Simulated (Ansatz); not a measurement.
MgO (I4/mmm), PBEsol, rigid bands (Ansatz, a program for electronic structure): Condition of this run: biaxial stress xx = yy = 2 GPa (compression positive) (the target of the relaxation). band gap 4.69 eV, N_c = 5.37e18 cm⁻³ and N_v = 1.85e20 cm⁻³ at 300 K, conductivity masses along y (a = (0.00, 2.09, 2.11) Å; b = (2.09, 0.00, 2.11) Å; c = (2.09, 2.09, 0.00) Å) of 0.357 mₑ (electrons) and 2.24 mₑ (holes). Take k_BT = 0.02585 eV.

### Question
What thermal injection velocity √(2k_BT/πm) limits a ballistic channel along the direction named?

### Answer
9.00e6 cm/s for electrons and 3.59e6 cm/s for holes, a ratio of √(m_h/m_e) = 2.50, for dilute carriers.

### Question
A film of it is 8 nm thick, with its normal along the direction named. Estimate the confinement energies in an infinite well.

### Answer
ħ²π²/(2m t²) = 0.376 eV·nm²/(m/mₑ × t²) gives 16.5 meV for electrons and 2.62 meV for holes, so the gap would widen to about 4.71 eV. Finite barriers and nonparabolic bands lower this, and with several valleys or bands the heaviest mass along the normal sets the lowest level, not this average.

### Question
Find the intrinsic carrier density and the intrinsic Fermi level.

### Answer
n_i = √(N_c N_v) exp(−E_g/2k_BT) = 3.15e19 × exp(−90.71) = 1.3e-20 cm⁻³. The level lies (k_BT/2) ln(N_v/N_c) = 46 meV from mid-gap (positive towards the conduction band). Each 0.1 eV added to the gap lowers n_i by a factor of 6.9.

Rigid, parabolic bands with the computed gap; masses take one relaxation time for all states. Spin-orbit coupling is left out.
